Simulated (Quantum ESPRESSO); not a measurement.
Input and output of a self-consistent single point for Ag (Fm-3m, 1 atom in the cell) (Quantum ESPRESSO).

Level of theory: PBE, SSSP 1.1.2 precision (PBE) pseudopotentials (plane waves; Quantum ESPRESSO).

The change in words: lattice scaled by 0.98; ecutwfc: 75 Ry → 131 Ry. Reference geometry:
```
Ag
1.0
    0.00000     2.05523     2.05523
    2.05523     0.00000     2.05523
    2.05523     2.05523     0.00000
Ag
1
Direct
  0.00000   0.00000   0.00000
```

Reference input (self-consistent single point, DFT, PBE, plane waves, SSSP 1.1.2 precision (PBE) pseudopotentials): ecutwfc = 75 Ry; occupations = smearing; smearing = fd; degauss = 0.0073499 Ry; potentials = {Ag: Ag_ONCV_PBE-1.0.oncvpsp.upf}; K_POINTS = automatic 10 10 10 0 0 0; conv_thr = 1e-10 Ry; mixing_beta = 0.5. This run's input differs from it in these lines:

```diff
@@ -12,3 +12,3 @@
     ntyp = 1
-    ecutwfc = 75
+    ecutwfc = 131
     occupations = 'smearing'
@@ -28,5 +28,5 @@
 CELL_PARAMETERS angstrom
-   0.0000000000     2.0552250000     2.0552250000
-   2.0552250000     0.0000000000     2.0552250000
-   2.0552250000     2.0552250000     0.0000000000
+   0.0000000000     2.0141210000     2.0141210000
+   2.0141210000     0.0000000000     2.0141210000
+   2.0141210000     2.0141210000     0.0000000000
```

Log, with long lists cut:

```
     Self-consistent Calculation

     iteration #  1     ecut=   131.00 Ry     beta= 0.50

     Threshold (ethr) on eigenvalues was too large:
     Diagonalizing with lowered threshold

     total energy              =    -287.32103247 Ry
     estimated scf accuracy    <       0.01937156 Ry

     iteration #  2     ecut=   131.00 Ry     beta= 0.50

     total energy              =    -287.32540359 Ry
     estimated scf accuracy    <       0.00127571 Ry

     iteration #  3     ecut=   131.00 Ry     beta= 0.50

     total energy              =    -287.32551280 Ry
     estimated scf accuracy    <       0.00014278 Ry

   [... 4 blocks of this kind left out ...]

     iteration #  8     ecut=   131.00 Ry     beta= 0.50

     total energy              =    -287.32554044 Ry
     estimated scf accuracy    <          2.6E-09 Ry

     iteration #  9     ecut=   131.00 Ry     beta= 0.50
     End of self-consistent calculation

     the Fermi energy is    18.9522 ev

!    total energy              =    -287.32554044 Ry
     estimated scf accuracy    <          3.4E-12 Ry
     smearing contrib. (-TS)   =      -0.00090018 Ry
     internal energy E=F+TS    =    -287.32464026 Ry

     convergence has been achieved in   9 iterations

     Forces acting on atoms (cartesian axes, Ry/au):

     atom    1 type  1   force =     0.00000000    0.00000000    0.00000000

     Total force =     0.000000     Total SCF correction =     0.000000

          total   stress  (Ry/bohr**3)                   (kbar)     P=      103.85
   0.00070596   0.00000000   0.00000000          103.85        0.00        0.00
   0.00000000   0.00070596   0.00000000            0.00      103.85        0.00
   0.00000000   0.00000000   0.00070596            0.00        0.00      103.85

   JOB DONE.
```

The run converged in 9 iterations. Against the reference run the free energy goes up by 40.4 meV/atom and the pressure goes from 2.77 to 10.39 GPa.

The starting cell has typed, rounded lattice constants, without a prior relaxation at this level. Its lattice was rescaled by up to half a per cent. For this run, on top of that: lattice scaled by 0.98.
